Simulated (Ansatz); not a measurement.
Take MoS$_{2}$ in the 3R-MoS2 type structure (space group R3m, No. 160; layered, stacked along the Cartesian z axis) as the base.

```yaml
crystal:
  lattice:
    - [1.58761, 0.91661, 6.19494]
    - [-1.58761, 0.91661, 6.19494]
    - [0.00000, -1.83321, 6.19494]
  atoms:
    - { symbol: Mo, position: [0.00000, 0.00000, 0.00000] }
    - { symbol: S, position: [0.75030, 0.75030, 0.75030] }
    - { symbol: S, position: [0.58300, 0.58300, 0.58300] }
```

Cartesian axes are those of the cell as printed.

Method: Kohn–Sham DFT with the r2SCAN+rVV10 functional, run in Ansatz (a first-principles code) with PAW and 500 eV plane waves, no spin-orbit coupling.

For the base:

- Band gap = 1.02 eV
- Smallest direct gap = 1.79 eV
- Hole mass = 0.85 mₑ along k, 0.69 mₑ across (at T)

Now apply this change: the cell is stretched by 0.25 % along x with no lateral relaxation, atoms relaxed at fixed cell.

Problem. What happens to the band gap, energy relative to the base, smallest direct gap, stress and hole mass?

Solution. The band gap falls by 0.025 eV (1.02 eV → 1.00 eV); the energy hardly moves; the smallest direct gap shrinks by 0.015 eV (1.79 eV → 1.78 eV); the stress (xx, yy, zz, yz, xz, xy; compression positive) is (-0.58, -0.15, -0.03, -0.01, 0.00, 0.00) GPa; the hole mass changes from 0.85 mₑ along k, 0.69 mₑ across (at T) to 0.85 mₑ along k, 0.68 mₑ across (at T).

The cells carry an imposed strain or load. Effective masses come from finite differences of ±0.01 Å⁻¹. Along k means along the line from Γ to the band edge. No phonon test of stability was made.
